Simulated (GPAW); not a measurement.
GPAW run on MgCo2O4 (C2/m, 7 atoms in the cell): self-consistent single point.

Level of theory: LDA (Perdew-Wang 92), GPAW PAW datasets LDA (gpaw-data 1.0.1) (plane waves; GPAW).

The change in words: lattice scaled by 0.98. Reference geometry:
```yaml
crystal:
  lattice:
    - [4.98455, -1.48931, 0.00000]
    - [4.98455, 1.48931, 0.00000]
    - [-1.08290, 0.00000, 4.88142]
  atoms:
    - { symbol: Mg, position: [0.50000, 0.50000, 0.00000] }
    - { symbol: Co, position: [0.74471, 0.74471, 0.74164], spin: 3.0 }
    - { symbol: Co, position: [0.25529, 0.25529, 0.25836], spin: 3.0 }
    - { symbol: O, position: [0.86593, 0.86593, 0.09572] }
    - { symbol: O, position: [0.13407, 0.13407, 0.90428] }
    - { symbol: O, position: [0.35067, 0.35067, 0.63335] }
    - { symbol: O, position: [0.64933, 0.64933, 0.36665] }
```
(The spins are starting values, not results.)

Reference input (self-consistent single point, DFT LDA (Perdew-Wang 92), plane waves, GPAW PAW datasets LDA (gpaw-data 1.0.1)): spinpol = true; mode = pw; ecut = 950 eV; xc = LDA; kpts = 5 5 3; mesh shift (steps) = 0 0 0; occupations.name = fermi-dirac; occupations.width = 0.02 eV; nbands = -4; convergence.density = 1e-05 e/electron; convergence.energy = 1e-05 eV/electron; convergence.bands = -2. This run's input differs from it in these lines:

```diff
@@ -5,5 +5,5 @@
 atoms = Atoms(['Mg', 'Co', 'Co', 'O', 'O', 'O', 'O'],
-              cell=[[4.984550, -1.489310, 0.000000],
-                    [4.984550, 1.489310, 0.000000],
-                    [-1.082899, 0.000000, 4.881417]],
+              cell=[[4.884859, -1.459524, 0.000000],
+                    [4.884859, 1.459524, 0.000000],
+                    [-1.061241, 0.000000, 4.783789]],
               scaled_positions=[[0.500000, 0.500000, 0.000000],
```

Output, abridged:

```
     iter     time        total  log10-change:  magmom
                         energy   eigst   dens
iter:   1 --:--:--   -57.635065   +0.55           +6.0049
iter:   2 --:--:--   -56.102464   -0.53  -1.01    +6.8183
iter:   3 --:--:--   -54.432411   -0.18  -1.07    +7.5327
iter:   4 --:--:--   -53.853872   -1.41  -1.39    +6.7412
iter:   5 --:--:--   -54.192406   -1.77  -1.42    +5.3121
   [... 10 lines left out ...]
iter:  16 --:--:--   -55.265487   -3.45  -2.64    +0.0001
iter:  17 --:--:--   -55.263338   -3.51  -2.70    +0.0000
iter:  18 --:--:--   -55.262170   -3.68  -2.82    +0.0000
   [... lines left out ...]
iter:  21 --:--:--   -55.261959c  -4.61  -3.39    +0.0000
iter:  22 --:--:--   -55.261920c  -5.59  -3.61    +0.0000
iter:  23 --:--:--   -55.261900c  -5.37  -3.78    +0.0000
iter:  24 --:--:--   -55.261899c  -6.24  -3.86    +0.0000
iter:  25 --:--:--   -55.261896c  -6.26  -3.91    +0.0000
iter:  26 --:--:--   -55.261895c  -7.05  -4.28    +0.0000
iter:  27 --:--:--   -55.261894c  -6.79  -4.32    -0.0000
iter:  28 --:--:--   -55.261893c  -6.75  -4.65    -0.0000
iter:  29 --:--:--   -55.261893c  -7.59c -4.81    -0.0000
iter:  30 --:--:--   -55.261893c  -7.91c -4.87    -0.0000
iter:  31 --:--:--   -55.261893c  -8.15c -5.05c   -0.0000
Converged after 31 iterations.

Dipole moment: (-0.000000, -0.000000, -0.000000) |e|*Ang

Total magnetic moment: (0.000000, 0.000000, -0.000000)
Local magnetic moments:
   0 Mg ( 0.000000,  0.000000,  0.000000)
   1 Co ( 0.000000,  0.000000,  0.000000)
   2 Co ( 0.000000,  0.000000,  0.000000)
   3 O  ( 0.000000,  0.000000,  0.000000)
   4 O  ( 0.000000,  0.000000,  0.000000)
   5 O  ( 0.000000,  0.000000, -0.000000)
   6 O  ( 0.000000,  0.000000, -0.000000)

Energy contributions relative to reference atoms: (reference = -89215.395698)

Kinetic:        +40.815522
Potential:      -39.316831
External:        +0.000000
XC:             -57.502355
Entropy (-ST):   -0.000000
Local:           +0.741772
SIC:             +0.000000
--------------------------
Free energy:    -55.261893
Extrapolated:   -55.261893

   [... lines left out ...]
Fermi level: 6.47622
Gap: 0.681 eV
Direct gap: 0.774 eV
   [... lines left out ...]
  1 Co    0.06081    0.00000    0.05674
  2 Co   -0.06081    0.00000   -0.05674
  3 O    -1.11700    0.00000    0.48924
  4 O     1.11700    0.00000   -0.48924
  5 O    -1.06686    0.00000    0.16437
  6 O     1.06686    0.00000   -0.16437

Stress tensor:
     0.095738     0.000000    -0.032832
     0.000000     0.126917    -0.000000
    -0.032832    -0.000000     0.048174
Stress (GPa, Voigt): [15.339  20.3343  7.7183 -0.     -5.2603  0.    ]
```

The run converged in 31 iterations. GPAW prints stress with tension positive. Against the reference run the free energy goes down by 73.1 meV/atom, the largest force goes from 1.553 to 1.219 eV/Å and the gap on the mesh goes from 0.592 to 0.681 eV.

At such cutoffs GPAW's stress carries a finite-basis (Pulay) error, which enters relaxed cells too; its log prints stress with tension positive.

The starting cell comes from a database of computed structures (which also holds hypothetical and non-ambient phases and stackings), without a prior relaxation at this level. For this run, on top of that: lattice scaled by 0.98. The starting moments vanished: the run ended non-magnetic, which need not be the lowest state. Forces in this geometry exceed 1 eV/Å.

Cost on one core of a shared machine: roughly 4 min.
